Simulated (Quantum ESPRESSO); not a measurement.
Input and output of a self-consistent single point for V2OF5 (P1, 8 atoms in the cell) (Quantum ESPRESSO).

Computed with PBEsol+U, PseudoDojo standard norm-conserving (PBESOL) pseudopotentials (plane waves; Quantum ESPRESSO).

```yaml
crystal:
  lattice:
    - [5.06785, 0.00000, 0.00000]
    - [-2.47379, 4.46170, 0.00000]
    - [-2.49292, -1.49017, 4.41503]
  atoms:
    - { symbol: V, position: [0.68305, 0.32903, 0.01396], spin: 2.0 }
    - { symbol: V, position: [0.69203, 0.86100, 0.53164], spin: 2.0 }
    - { symbol: O, position: [0.76070, 0.17709, 0.78009] }
    - { symbol: F, position: [0.58642, 0.49217, 0.26562] }
    - { symbol: F, position: [0.17553, 0.99220, 0.78410] }
    - { symbol: F, position: [0.80291, 0.10498, 0.28962] }
    - { symbol: F, position: [0.19735, 0.70274, 0.27301] }
    - { symbol: F, position: [0.56794, 0.57904, 0.76673] }
```
(The spins are starting values, not results.)

Reference input (self-consistent single point, DFT, PBEsol, plane waves, PseudoDojo standard norm-conserving (PBESOL) pseudopotentials): ecutwfc = 85 Ry; occupations = smearing; smearing = fermi-dirac; degauss = 0.00147 Ry; nspin = 2; potentials = {V: V.upf, O: O.upf, F: F.upf}; K_POINTS = automatic 3 3 3 0 0 0; conv_thr = 1e-10 Ry; mixing_beta = 0.2. This run's input differs from it in these lines:

```diff
@@ -42,2 +42,4 @@
   -2.49291700    -1.49016700     4.41503200
+HUBBARD {ortho-atomic}
+U V-3d 7
```

Output, abridged:

```
     Self-consistent Calculation

     iteration #  1     ecut=    85.00 Ry     beta= 0.20

     =================== HUBBARD OCCUPATIONS ===================
     ------------------------ ATOM    1 ------------------------
     Tr[ns(  1)] (up, down, total) =   2.11788  0.35287  2.47075
     Atomic magnetic moment for atom   1 =   1.76501
     SPIN  1
     eigenvalues:
       0.176  0.227  0.500  0.533  0.681
     SPIN  2
     eigenvalues:
       0.031  0.049  0.051  0.090  0.132
     ------------------------ ATOM    2 ------------------------
     Tr[ns(  2)] (up, down, total) =   2.09470  0.33029  2.42499
   [... lines left out ...]

   [... 95 blocks of this kind left out ...]

     iteration # 99     ecut=    85.00 Ry     beta= 0.20

     total energy              =    -573.38937380 Ry
     estimated scf accuracy    <       0.00000260 Ry

     total magnetization       =     3.00 Bohr mag/cell
     absolute magnetization    =     4.13 Bohr mag/cell

     iteration #100     ecut=    85.00 Ry     beta= 0.20

     total energy              =    -573.38937609 Ry
     estimated scf accuracy    <       0.00000262 Ry

     total magnetization       =     3.00 Bohr mag/cell
     absolute magnetization    =     4.13 Bohr mag/cell
     End of self-consistent calculation

     convergence NOT achieved after 100 iterations: stopping

   JOB DONE.
```

The run ended unconverged after 100 iterations. 

The starting cell comes from a database of computed structures (which also holds hypothetical and non-ambient phases and stackings), without a prior relaxation at this level. Its atoms were displaced at random from the sites of space group no. 1.

Cost on one core of a shared machine: roughly 20 min.
